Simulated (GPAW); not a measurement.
A relaxation of cell and atoms of HgPt₃ (Pm-3m, 4 atoms in the cell) with GPAW.

Method: LDA (Perdew-Wang 92), GPAW PAW datasets LDA (gpaw-data 1.0.1) (plane waves; GPAW 25.7.0).

```
CELL_PARAMETERS angstrom
      3.98297     0.00000     0.00000
      0.00000     3.98297     0.00000
      0.00000     0.00000     3.98297
ATOMIC_POSITIONS crystal
  Hg 0.00000 0.00000 0.00000
  Pt 0.00000 0.50000 0.50000
  Pt 0.50000 0.00000 0.50000
  Pt 0.50000 0.50000 0.00000
```

Reference input (self-consistent single point, DFT LDA (Perdew-Wang 92), plane waves, GPAW PAW datasets LDA (gpaw-data 1.0.1)): mode = pw; ecut = 550 eV; xc = LDA; kpts = 7 7 7; mesh shift (steps) = 0 0 0; occupations.name = fermi-dirac; occupations.width = 0.136 eV; nbands = -12; convergence.density = 1e-05 e/electron; symmetry.symmorphic = false; symmetry.tolerance = 0.0005; maxiter = 150. This run's input differs from it in these lines:

```diff
@@ -1,2 +1,4 @@
 from ase import Atoms
+from ase.filters import FrechetCellFilter
+from ase.optimize import BFGS
 from ase.units import GPa
@@ -25,2 +27,10 @@
 
+target = FrechetCellFilter(atoms)
+
+opt = BFGS(target, logfile='-')
+converged = opt.run(fmax=0.05, steps=40)
+print('Relaxation converged:', converged)
+print('Cell:', atoms.cell.cellpar().round(4))
+print(atoms.get_scaled_positions().round(5))
+
 energy = atoms.get_potential_energy()
```

The program printed (abridged):

```
     iter     time        total  log10-change:
                         energy   eigst   dens
iter:   1 --:--:--   -26.562327
iter:   2 --:--:--   -26.409645   -1.25  -1.46
iter:   3 --:--:--   -25.810162   -1.31  -1.48
iter:   4 --:--:--   -25.514162   -2.97  -1.77
iter:   5 --:--:--   -25.432915   -2.12  -1.96
iter:   6 --:--:--   -25.409481   -3.12  -2.31
iter:   7 --:--:--   -25.397429   -3.65  -2.59
iter:   8 --:--:--   -25.389367c  -3.91  -2.63
iter:   9 --:--:--   -25.392712c  -4.46  -3.16
iter:  10 --:--:--   -25.389727c  -4.31  -2.88
iter:  11 --:--:--   -25.389888c  -5.49  -3.68
iter:  12 --:--:--   -25.389746c  -5.84  -3.85
iter:  13 --:--:--   -25.389706c  -6.51  -3.88
iter:  14 --:--:--   -25.389703c  -7.17  -3.92
iter:  15 --:--:--   -25.389704c  -7.69c -3.95
iter:  16 --:--:--   -25.389700c  -8.05c -4.02
iter:  17 --:--:--   -25.389700c  -6.35  -4.05
iter:  18 --:--:--   -25.389698c  -7.69c -4.18
iter:  19 --:--:--   -25.389692c  -6.79  -4.22
iter:  20 --:--:--   -25.389691c  -8.32c -4.31
iter:  21 --:--:--   -25.389691c  -7.01  -4.34
iter:  22 --:--:--   -25.389690c  -8.70c -5.56c
Converged after 22 iterations.

Dipole moment: (-0.000007, -0.000007, -0.000007) |e|*Ang

Energy contributions relative to reference atoms: (reference = -2033155.207686)

Kinetic:         +7.778187
Potential:       -5.133415
External:        +0.000000
XC:             -23.777299
Entropy (-ST):   -0.225723
Local:           -4.144301
SIC:             +0.000000
--------------------------
Free energy:    -25.502552
Extrapolated:   -25.389690

Showing only first 2 kpts
 Kpt  Band  Eigenvalues  Occupancy
  0    31     11.68766    0.03791
  0    32     11.68766    0.03791
  0    33     12.30579    0.00041
  0    34     12.30579    0.00041

  1    31     11.01325    1.46693
  1    32     11.16434    0.95071
  1    33     11.68831    0.03773
  1    34     13.63440    0.00000

Fermi level: 11.15092

No gap
   [... lines left out ...]
Occupation numbers: Fermi-Dirac:
Atomic positions and initial magnetic moments
Free energy:    -25.503020
Fermi level: 11.17537
No gap
Occupation numbers: Fermi-Dirac:
Atomic positions and initial magnetic moments
Free energy:    -25.503520
Fermi level: 11.24904
No gap
   [... lines left out ...]
  0 Hg   -0.00000   -0.00000   -0.00000
  1 Pt    0.00000    0.00000   -0.00000
  2 Pt   -0.00000   -0.00000   -0.00000
  3 Pt    0.00000   -0.00000    0.00000

BFGS:    2 --:--:--      -25.503520        0.000425
Relaxation converged: True
Cell: [ 3.9761  3.9761  3.9761 90.     90.     90.    ]
[[0.  0.  0. ]
 [0.  0.5 0.5]
 [0.5 0.  0.5]
 [0.5 0.5 0. ]]
Energy (eV): -25.391206
Stress (GPa, Voigt): [-0.0043 -0.0043 -0.0043  0.      0.     -0.    ]
```

The run converged. GPAW prints stress with tension positive. 

Summary of the result:
```
Item                                                                                       Value
-------------------------------------------------------  ---------------------------------------
Free energy E − TS (from the program's reference atoms)                              -25.5035 eV
Fermi level (on the code's own zero)                                                    11.25 eV
Pressure                                                                                0.00 GPa
Final cell                                               a = b = c = 3.976 Å, α = β = γ = 90.00°
Final volume per atom                                                                   15.72 Å³
Relaxation steps                                                                               2
```

The starting cell comes from a database of computed structures (which also holds hypothetical and non-ambient phases and stackings), without a prior relaxation at this level. Its lattice was rescaled by a random factor within 2.5 % of one. Spin polarisation is off. The relaxation keeps the symmetry of its start, so its end need not be a minimum.

Cost on one core of a shared machine: roughly 2 min.
